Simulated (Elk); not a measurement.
Elk 10.2.4, DFT, PBE, all-electron FP-LAPW, Elk's shipped species files: rock-salt MgO (Mg4O4), 8 atoms. Basis and mesh were picked for this test and aren't claimed converged.

```json
{
 "cell": "4.21, 4.21, 4.21 Å; 90, 90, 90°",
 "task": "ground state",
 "xctype": "20",
 "swidth": "0.001 Hartree",
 "k mesh (ngridk)": "7×7×7",
 "maxscl": "100",
 "rgkmax": "7 (default)",
 "empty states an atom (nempty)": "4 (default)",
 "epspot (Hartree)": "1e-06 (default)",
 "epsengy (Hartree)": "0.0001 (default)",
 "k-points after symmetry": "20",
 "largest_matrix_size": "449",
 "valence_states": "64"
}
```

Hardware: Intel Xeon 6 (Granite Rapids), 96 cores on 1 socket, 2 hardware threads a core, 3 L3 cache groups, 3 NUMA nodes.

Wall times, medians of two to five repeats, each run alone on the node (launch to exit). Processes are pinned to neighbouring cores unless said otherwise. Build: conda-forge: no MPI, OpenMP (GNU), OpenBLAS with its own threads, FFTW. Other compilers and libraries give other times. Scratch files lie in a memory file system.

All on 32 threads, 1 BLAS thread. Base settings, kept where nothing else is said: mixtype = 3 (default), mixsdb = 5 (default), broydpm = [0.4, 0.15] (default) (beta0 not set). The settings tried:
- broydpm = [0.1, 0.15]
- broydpm = [0.6, 0.15]
- broydpm = [0.4, 0.01]
- mixtype = 1, beta0 = 0.05 (default)
- mixtype = 0, beta0 = 0.2
- mixsdb = 20
- mixsdb = 10
- the base settings
- mixsdb = 3
- mixtype = 1, beta0 = 0.1

Question: Name the extremes: fewest self-consistent loops, shortest time, and any that don't converge.

Answer: Fewest self-consistent loops, with those close behind: mixsdb = 3 (15); the base settings (16); mixsdb = 20 (16); broydpm = [0.6, 0.15] (16). Shortest time: mixsdb = 3, 3.2 s; level within 8 % or the scatter of repeats: the base settings; mixsdb = 20; broydpm = [0.6, 0.15]. All converged.

```tsv
setting	self-consistent loops	wall time
mixsdb = 3	15	3.2 s
broydpm = [0.6, 0.15]	16	3.4 s
the base settings	16	3.4 s
mixsdb = 20	16	3.4 s
mixsdb = 10	17	3.6 s
broydpm = [0.4, 0.01]	18	3.8 s
mixtype = 1, beta0 = 0.05 (default)	22	4.5 s
mixtype = 1, beta0 = 0.1	22	4.5 s
broydpm = [0.1, 0.15]	25	5.1 s
mixtype = 0, beta0 = 0.2	67	13 s
```

11 planned settings were not run, for want of time.
